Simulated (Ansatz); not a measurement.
# CaTiO₃ in the cubic perovskite structure (space group Pm-3m, No. 221; a model cell)

```
CELL_PARAMETERS angstrom
      3.84096     0.00000     0.00000
      0.00000     3.84096     0.00000
      0.00000     0.00000     3.84096
ATOMIC_POSITIONS crystal
  Ca 0.00000 0.00000 0.00000
  Ti 0.50000 0.50000 0.50000
  O  0.00000 0.50000 0.50000
  O  0.50000 0.50000 0.00000
  O  0.50000 0.00000 0.50000
```

All numbers come from Kohn–Sham DFT with the PBEsol functional, run in Ansatz (a program for electronic structure) with PAW and 420 eV plane waves, no SOC. Γ-centred 9×9×9 mesh, Fermi–Dirac width 0.05 eV.

| Property | Value |
|---|---|
| Volume per atom | 11.33 Å³ |
| Density | 3.98 g/cm³ |
| Band gap | 1.89 eV, indirect, R → Γ |
| Lowest conduction-band minima above the VBM | Γ 1.89 eV |
| Total energy | -1191.680 eV/atom (σ→0; compares only within this code and set-up) |

Stability against distortions was not tested. All final runs are without spin polarisation. Many cubic perovskites are stable only at high temperature; tilts and polar distortions were not tested.
